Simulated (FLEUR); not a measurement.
Input and output of a self-consistent single point for Ti3Zn (I4/mmm, 4 atoms in the cell) (FLEUR).

Method: PBEsol, all-electron FLAPW (FLEUR), scalar-relativistic valence run with FLEUR.

The change in words: lattice scaled by 0.98. Reference geometry:
```
Ti3Zn
1.0
   -1.94369     1.94369     4.14949
    1.94369    -1.94369     4.14949
    1.94369     1.94369    -4.14949
Ti Zn
3 1
Direct
  0.75000   0.25000   0.50000
  0.25000   0.75000   0.50000
  0.50000   0.50000   0.00000
  0.00000   0.00000   0.00000
```
Moments meant for the start (each program seeds them in its own way; μB, in the order of the atoms Ti Ti Ti Zn): 1.0 1.0 1.0 0.0.

Reference input (self-consistent single point, DFT, PBEsol, all-electron FLAPW (FLEUR), scalar-relativistic valence): Kmax = 4.2 1/bohr; GmaxXC = 12.6 1/bohr; xcFunctional = PBEs; jspins = 2; l_soc = F; mode = hist; fermiSmearingEnergy = 0.00367493 Htr; mesh (inpgen div1-3) = 6 6 6; inpgen gamma flag = true; Gmax = 12.6 1/bohr; numbands = 0; maxIterBroyd = 99. This run's input differs from it in these lines:

```diff
@@ -3,5 +3,5 @@
 &input film=f /
--3.6730455506 3.6730455506 7.8413920980
-3.6730455506 -3.6730455506 7.8413920980
-3.6730455506 3.6730455506 -7.8413920980
+-3.5995843373 3.5995843373 7.6845637269
+3.5995843373 -3.5995843373 7.6845637269
+3.5995843373 3.5995843373 -7.6845637269
 1.0
@@ -46,5 +46,5 @@
          <bravaisMatrix>
-            <row-1>   -3.6730455505999999     3.6730455505999999     7.8413920980000000</row-1>
-            <row-2>    3.6730455505999999    -3.6730455505999999     7.8413920980000000</row-2>
-            <row-3>    3.6730455505999999     3.6730455505999999    -7.8413920980000000</row-3>
+            <row-1>   -3.5995843373000000     3.5995843373000000     7.6845637268999996</row-1>
+            <row-2>    3.5995843373000000    -3.5995843373000000     7.6845637268999996</row-2>
+            <row-3>    3.5995843373000000     3.5995843373000000    -7.6845637268999996</row-3>
          </bravaisMatrix>
```

Output, abridged:

```
 Iteration:     1   Distance:      16.00009197 me/bohr^3
 Iteration:     2   Distance:      11.58318557 me/bohr^3
 Iteration:     3   Distance:       9.12023762 me/bohr^3
 Iteration:     4   Distance:       7.07033762 me/bohr^3
 Iteration:     5   Distance:       6.11708417 me/bohr^3
   [... 17 lines left out ...]
 Iteration:    23   Distance:       0.00029350 me/bohr^3
 Iteration:    24   Distance:       0.00018205 me/bohr^3
 Iteration:    25   Distance:       0.00003951 me/bohr^3
 Iteration:    26   Distance:       0.00000611 me/bohr^3
 Run finished successfully
 Stop message:
   Structural relaxation: Done

[file out, last iteration]
             iter=     27
[...]
          total density-effective poten   -6.9213336449E+03
          total charge density-energy d   -1.9405551995E+02
 Updated energy parameters for spin:           1
 Updated energy parameters for spin:           2
[...]
 fermi energy and band-weighting factors:

[...]
FERMIE:
          first approx. to ef    (T=0)  :   0.365435 htr   (energy of the highest occ. eigenvalue)
          number of occ. states  (T=0)  :       1438
          first approx. to seigv (T=0)  : -19.830360 htr
          sum of weights of occ. states :  48.027778
          sum of semicore charge        :   0.000000 e
FERHIS:  Fermi-Energy by histogram:
          bandgap                     :   0.000870 htr
   [... lines left out ...]
          charge neutrality (T=0)     :   0.027778    (zero if the highest occ. eigenvalue is "entirely" occupied)
     EF_NEWTON:  Adjust Fermi-Energy by Newton-Method.
 Direct bandgap for spin            1 :    6.0928961581168117E-003  Htr
 Direct bandgap for spin            2 :    6.0928867844686208E-003  Htr
 ---->    free energy=                     -4353.3560160922 htr
   [... lines left out ...]
 TOTAL FORCE FOR ATOM TYPE=  1  X=  3.600   Y=  0.000   Z= -3.842
                       FX_TOT= 0.000000 FY_TOT= 0.000000 FZ_TOT= 0.000000
 TOTAL FORCE FOR ATOM TYPE=  2  X=  0.000   Y=  0.000   Z=  7.685
                       FX_TOT= 0.000000 FY_TOT= 0.000000 FZ_TOT= 0.000000
 TOTAL FORCE FOR ATOM TYPE=  3  X=  0.000   Y=  0.000   Z=  0.000
                       FX_TOT= 0.000000 FY_TOT= 0.000000 FZ_TOT= 0.000000
 Structural relaxation: Done
```

The run converged in 26 iterations. FLEUR gives forces in its relaxation mode, with a further iteration, so its stop message speaks of a relaxation. Against the reference run the free energy rises by 22.1 meV/atom.

The starting cell comes from a database of computed structures (which also holds hypothetical and non-ambient phases and stackings), without a prior relaxation at this level. Its lattice was rescaled by a random factor within 2.5 % of one. For this run, on top of that: lattice scaled by 0.98. The starting moments vanished: the run ended non-magnetic. Values depend on the basis (sphere radii, cutoffs, local orbitals), which need not be converged. The log's line on a gap gives a spacing of levels on this mesh, which the program prints for metals too.

Cost on one core of a shared machine: roughly 7 min.
